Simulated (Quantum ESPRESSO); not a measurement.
Input and output of a self-consistent single point for CsSnI3 (Pnma, 20 atoms in the cell) (Quantum ESPRESSO).

Level of theory: PBE, GBRV 1.5 ultrasoft (PBE) pseudopotentials (plane waves; Quantum ESPRESSO).

```xyz
20
Lattice="10.4917 0.0000 0.0000 0.0000 4.7349 0.0000 0.0000 0.0000 17.7850" Properties=species:S:1:pos:R:3 pbc="T T T"
Cs     6.1287     1.1837     3.0217
Cs     4.3630     3.5512    14.7633
Cs     9.6088     3.5512    11.9141
Cs     0.8829     1.1837     5.8708
Sn     8.8273     1.1837    16.6841
Sn     1.6644     3.5512     1.1009
Sn     6.9102     3.5512     7.7916
Sn     3.5814     1.1837     9.9934
I      5.5275     3.5512    10.9484
I      4.9641     1.1837     6.8365
I     10.2100     1.1837     2.0559
I      0.2817     3.5512    15.7290
I      8.3305     3.5512     5.1818
I      2.1612     1.1837    12.6031
I      7.4070     1.1837    14.0743
I      3.0847     3.5512     3.7107
I      6.9886     3.5512    17.7606
I      3.5031     1.1837     0.0244
I      8.7489     1.1837     8.8681
I      1.7428     3.5512     8.9168
```

Reference input (self-consistent single point, DFT, PBE, plane waves, GBRV 1.5 ultrasoft (PBE) pseudopotentials): ecutwfc = 40 Ry; ecutrho = 200 Ry; occupations = fixed; potentials = {Cs: cs_pbe_v1.uspp.F.UPF, Sn: sn_pbe_v1.4.uspp.F.UPF, I: i_pbe_v1.uspp.F.UPF}; K_POINTS = automatic 2 3 1 0 0 0; nbnd = 96; conv_thr = 1e-10 Ry; mixing_beta = 0.5. This run's input differs from it in these lines:

```diff
@@ -18,3 +18,3 @@
 &electrons
-  conv_thr = 1e-10
+  conv_thr = 7.3e-05
   mixing_beta = 0.5
```

Output (repeated stretches shortened):

```
     Self-consistent Calculation

     iteration #  1     ecut=    40.00 Ry     beta= 0.50

     Threshold (ethr) on eigenvalues was too large:
     Diagonalizing with lowered threshold

     total energy              =   -1678.02040401 Ry
     estimated scf accuracy    <       1.43088112 Ry

     iteration #  2     ecut=    40.00 Ry     beta= 0.50

     total energy              =   -1678.33734979 Ry
     estimated scf accuracy    <       0.40572974 Ry

     iteration #  3     ecut=    40.00 Ry     beta= 0.50

     total energy              =   -1678.43294037 Ry
     estimated scf accuracy    <       0.03452293 Ry

     iteration #  4     ecut=    40.00 Ry     beta= 0.50

     total energy              =   -1678.43846018 Ry
     estimated scf accuracy    <       0.00301995 Ry

     iteration #  5     ecut=    40.00 Ry     beta= 0.50

     total energy              =   -1678.43914294 Ry
     estimated scf accuracy    <       0.00059092 Ry

     iteration #  6     ecut=    40.00 Ry     beta= 0.50
     End of self-consistent calculation

     highest occupied, lowest unoccupied level (ev):     3.7660    5.8245

!    total energy              =   -1678.43926377 Ry
     estimated scf accuracy    <       0.00006719 Ry

     convergence has been achieved in   6 iterations

     Forces acting on atoms (cartesian axes, Ry/au):

     atom    1 type  1   force =    -0.00035783    0.00000000   -0.00022051
     atom    2 type  1   force =     0.00035783    0.00000000    0.00022051
     atom    3 type  1   force =     0.00035783    0.00000000   -0.00022051
     atom    4 type  1   force =    -0.00035783    0.00000000    0.00022051
     atom    5 type  2   force =     0.01205317    0.00000000    0.00317262
     atom    6 type  2   force =    -0.01205317    0.00000000   -0.00317262
   [... lines left out ...]
     Total force =     0.031600     Total SCF correction =     0.028596
   [... lines left out ...]
     SCF correction compared to forces is large: reduce conv_thr to get better values

          total   stress  (Ry/bohr**3)                   (kbar)     P=        8.97
   0.00006193   0.00000000   0.00000000            9.11        0.00        0.00
   0.00000000   0.00005978   0.00000000            0.00        8.79        0.00
   0.00000000   0.00000000   0.00006130            0.00        0.00        9.02

   JOB DONE.
```

The run converged in 6 iterations. Against the reference run the free energy stays essentially unchanged (within 1 meV/atom), the pressure goes from 1.04 to 0.90 GPa, the largest force goes from 0.188 to 0.320 eV/Å and the gap on the mesh hardly changes (2.060 to 2.059 eV). The full log also holds: “SCF correction compared to forces is large: reduce conv_thr to get better values”.

The starting cell comes from a database of computed structures (which also holds hypothetical and non-ambient phases and stackings), without a prior relaxation at this level. Its lattice was rescaled by a random factor within 2.5 % of one. Spin-orbit coupling is off.

Cost on one core of a shared machine: roughly 4 min.
